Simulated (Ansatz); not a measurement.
Worked example: self-consistent single point of SiC (F-43m, 2 atoms in the cell) in Ansatz (an electronic-structure program).

Method: PBE (plane waves, PAW; Ansatz).

```
CELL_PARAMETERS angstrom
      0.00000     2.13933     2.13933
      2.13933     0.00000     2.13933
      2.13933     2.13933     0.00000
ATOMIC_POSITIONS crystal
  Si 0.25000 0.25000 0.25000
  C  0.00000 0.00000 0.00000
```

Reference input (self-consistent single point, DFT, PBE, plane waves, default PAW files): kpoints.mp_grid.grid = 13 13 13; hamiltonian.xc = pbe; hamiltonian.pseudopotentials = {kind: paw} (the program's default PAW files); scf.occupations.method = fixed. This run's input differs from it in these lines:

Ansatz 0.2 input:
```diff
@@ -10,3 +10,3 @@
 kpoints:
-  mp_grid: { grid: [13, 13, 13] }
+  mp_grid: { grid: [9, 9, 9] }
 hamiltonian:
```

Log, with long lists cut:

```
SCF iter   1: F=—  HF=-887.088236 eV  |F-HF|=—  |Δ(HF+E_count)|=         —  Δρ=1.79e-3  dr2=5.09e-4  ethr=1.77e-3  ⟨swp⟩=4.7  Hψ=1976  notcnv=0  defer=52
all-band conjugate gradients solve this SCF's bands
preconditioner: auto → none
SCF iter   2: F=—  HF=-887.088330 eV  |F-HF|=—  |Δ(HF+E_count)|=   9.37e-5  Δρ=7.04e-4  dr2=4.46e-5  ethr=6.37e-6  ⟨swp⟩=2.2  Hψ=743  notcnv=0  defer=64
SCF iter   3: F=—  HF=-887.088362 eV  |F-HF|=—  |Δ(HF+E_count)|=   3.15e-5  Δρ=3.49e-4  dr2=5.77e-6  ethr=5.57e-7  ⟨swp⟩=2.7  Hψ=421  notcnv=0  defer=35
SCF iter   4: F=—  HF=-887.088384 eV  |F-HF|=—  |Δ(HF+E_count)|=   2.20e-5  Δρ=4.31e-5  dr2=2.36e-7  ethr=7.21e-8  ⟨swp⟩=2.2  Hψ=415  notcnv=0  defer=59
iter 5 did not close the SCF: its close was put off for the readings that it lacked (scf_convergence_deferred on its scf_iter line)
SCF iter   5: F=-887.088384 eV  HF=-887.088384 eV  |F-HF|=1.51e-9  |Δ(HF+E_count)|=   2.03e-7  Δρ=2.94e-6  dr2=7.26e-10  ethr=2.95e-9  ⟨swp⟩=2.1  Hψ=410  notcnv=0  defer=62
SCF iter   6: F=-887.088384 eV  HF=-887.088384 eV  |F-HF|=1.81e-11  |Δ(HF+E_count)|=   1.91e-9  Δρ=3.66e-7  dr2=1.42e-11  ethr=9.07e-12  ⟨swp⟩=4.0  Hψ=1407  notcnv=0
SCF 1 converged in 6 iterations: F = -887.088384 eV  dr2 = 1.42e-11
Free energy (F): -887.088384 eV
Internal energy: -887.088384 eV  (E = F + TS)
E sigma→0 (E₀):  -887.088384 eV
Fermi energy:    10.188022 eV
--- Forces (eV/Å), atoms counted from 1 ---
  atom   1  Si    -0.00000000     0.00000000    -0.00000000
  atom   2  C      0.00000000    -0.00000000     0.00000000
--- Stress (GPa, compression-positive) ---
       17.082982       0.000000      -0.000000
        0.000000      17.082982       0.000000
       -0.000000       0.000000      17.082982
  P = ⅓ Tr σ = 17.0830 GPa (170.830 kbar)
  The stress holds the Pulay correction. Without it, at fixed plane waves, as pw.x and ABINIT print it: P = 16.7908 GPa
```

The run converged in 6 iterations. Against the reference run the free energy is nearly the same (within 1 meV/atom), the pressure moves little (17.07 to 17.08 GPa) and the gap on the mesh goes from 1.381 to 1.461 eV.

The starting cell comes from a database of computed structures (which also holds hypothetical and non-ambient phases and stackings), without a prior relaxation at this level. Its lattice was rescaled by a random factor within 2.5 % of one. With a pressure of about 17 GPa the cell is away from its equilibrium volume at this level. Ansatz's pressure includes its estimate of the finite-basis (Pulay) stress. Another mesh or the band path of this cell gives a smaller gap, so this value is not converged in the mesh.
